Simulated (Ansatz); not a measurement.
**fcc Pt (0 0 1) on tetragonal BaTiO3 (0 0 1) (film strained to the substrate, faces as cut)**

A periodic stack without vacuum, fcc Pt (0 0 1) on tetragonal BaTiO3 (0 0 1) (film strained to the substrate, faces as cut): substrate slab Ba4Ti4O12, film Pt12, surface cells [[0, 1], [-1, 0]] and [[0, -1], [2, 1]], film strained by +0.4 and +0.4 %, faces BaO/OTi and Pt/Pt as cut (like faces can put a slab off its formula).

The start was prepared with a machine-learned potential, and the result is one local minimum, with the in-plane cell held and forces under 0.04 eV/Å; the film can end far from its bulk form.

Method: PBE (plane waves to 420 eV, PAW; Ansatz, a program for electronic structure). No spin–orbit coupling; the runs are not spin-polarised; PBE gaps are too small against experiment. Its k-point mesh 8×8×1, Fermi–Dirac width 0.05 eV.

The interface area comes out as 15.9 Å² and the period comes out as 29.97 Å. The gaps between the outermost planes at the two interfaces is 2.10 and 3.05 Å, the Ba–Pt contacts across the interfaces within 1.22 times the sum of covalent radii is 4, mean 3.64 Å and the Pt–Ti contacts across the interfaces within 1.22 times the sum of covalent radii comes out as 4, mean 2.99 Å. The O–Pt contacts across the interfaces within 1.22 times the sum of covalent radii is 2, mean 2.11 Å.

```
CELL_PARAMETERS angstrom
      3.98571     0.00001     0.01370
      0.00011     3.98554    -0.03797
      1.76646     0.37353    29.97625
ATOMIC_POSITIONS crystal
  Ba 0.08302 0.94513 0.04612
  Ti 0.55042 0.44208 0.11617
  O  0.57010 0.45011 0.05674
  O  0.53484 0.95314 0.12320
  O  0.03386 0.45214 0.12322
  Ba 0.00950 0.94580 0.18876
  Ti 0.48217 0.43898 0.25786
  O  0.49967 0.45105 0.19775
  O  0.45969 0.96050 0.26543
  O  0.95740 0.45804 0.26542
  Ba 0.93685 0.94911 0.33058
  Ti 0.40895 0.44331 0.39933
  O  0.42733 0.45487 0.33917
  O  0.38875 0.96281 0.40694
  O  0.88653 0.46075 0.40693
  Ba 0.86387 0.95399 0.47183
  Ti 0.32981 0.45400 0.54149
  O  0.35835 0.45533 0.48071
  O  0.32942 0.95310 0.54538
  O  0.82900 0.45279 0.54538
  Pt 0.76375 0.95048 0.68307
  Pt 0.26376 0.45045 0.68305
  Pt 0.29563 0.95092 0.61559
  Pt 0.79540 0.45084 0.61568
  Pt 0.70187 0.94812 0.81427
  Pt 0.20189 0.44813 0.81441
  Pt 0.23267 0.94938 0.74885
  Pt 0.73273 0.44938 0.74881
  Pt 0.64044 0.94573 0.94436
  Pt 0.14035 0.44561 0.94431
  Pt 0.17094 0.94693 0.87957
  Pt 0.67090 0.44694 0.87992
```
